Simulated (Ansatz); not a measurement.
# AlBN$_{2}$ in the chalcopyrite structure (space group I-42d, No. 122; a hypothetical phase, not in the database extracts checked)

AlBN2 is taken in the tetragonal space group I-42d (No. 122), the chalcopyrite structure, Pearson symbol tI16. Cell: a = b = 4.088 Å, c = 7.618 Å, α = β = γ = 90.00°. Al on 4a has 4 N at 1.877 Å (tetrahedral). B on 4b has 4 N at 1.605 Å (tetrahedral). N on 8d has 2 B at 1.605 Å and 2 Al at 1.877 Å (tetrahedral). (Neighbours: up to the widest gap in distance over summed covalent radii, below 1.35, at either atom; cation-cation and far metal-metal contacts left out.)
(The calculation used a cell of 8 atoms; values per cell refer to that cell.)

All numbers come from PBEsol (Ansatz, a quantum-chemistry and plane-wave program; PAW; 420 eV plane waves; no spin-orbit coupling). k-mesh 11×11×11 (Γ-centred); smearing 0.05 eV (Fermi–Dirac).

Volume per atom: 7.96 Å³
Density: 3.43 g/cm³
Band gap: 2.69 eV, direct at Γ
Electron mass: 0.42 mₑ along c, 0.35 mₑ across
Hole mass: 0.39 mₑ along c, 0.88 mₑ across
Lowest conduction-band minima above the VBM: Γ 2.69 eV; M (1/2, 1/2, 1/2) 3.86 eV
Total energy: -359.721 eV/atom (σ→0; compares only within this code and set-up)

Effective masses come from finite differences of ±0.01 Å⁻¹. Whether these cells are dynamically stable was not tested.
